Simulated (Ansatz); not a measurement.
Cl on the Ru site (Cl_Ru) in hcp Ru (start: the Ru site; 48-site cell, 4×4×4 shifted sampling), host crystal and elements as references (Δμ(Ru) = 0.00 eV, Δμ(Cl) = 0.00 eV; Cl taken from its element, since no compound that bounds it was computed at this level; only phases computed here count, gases as isolated molecules at 0 K). The numbers are results of PBE, PAW (plane waves to 420 eV; Ansatz, a program for electronic structure), not measurements. In charge state 0 (not spin-polarised) the formation energy is 3.80 eV. The crystal has 7.26 × 10^22 Ru sites per cm³.

**Question.** Estimate the equilibrium concentration at 1300 K in the dilute limit, leaving out vibrational entropy and degeneracy.

**Answer.** kT = 0.1120 eV; c = N exp(−E_f / kT) = 7.26 × 10^22 × exp(−33.9) ≈ 1 × 10^8 cm^-3. An error of 0.2 eV in E_f moves this by a factor of 6.
